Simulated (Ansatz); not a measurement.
The parent structure is LiF in the CsCl type structure (space group Pm-3m, No. 221; a model cell, its experimental status unchecked).

```yaml
crystal:
  lattice:
    - [2.51654, 0.00000, 0.00000]
    - [0.00000, 2.51654, 0.00000]
    - [0.00000, 0.00000, 2.51654]
  atoms:
    - { symbol: Li, position: [0.00000, 0.00000, 0.00000] }
    - { symbol: F, position: [0.50000, 0.50000, 0.50000] }
```

Cartesian axes are those of the cell as printed.

Calculations: Ansatz (a program for electronic structure) r2SCAN, no SOC.

Modification: uniaxial strain ε_xx = +1.45 %, all other strain components held at zero; the atoms relax in the strained cell.

Task: Predict the stress tensor and what it implies for the stiffness.

Result: Stress of the strained cell less that of the base (GPa, compression positive):
```
  -4.01    0.00    0.00
   0.00    0.42    0.00
   0.00    0.00    0.42
```

Then −Δσ_ii/ε with ε = 0.0145 gives secant stiffness values (nonlinear terms included at this strain): C11 ≈ 277 GPa, C12 ≈ -29 GPa and C13 ≈ -29 GPa.

Whether these cells are dynamically stable was not tested. This is not the structure that LiF has at room temperature and ambient pressure.
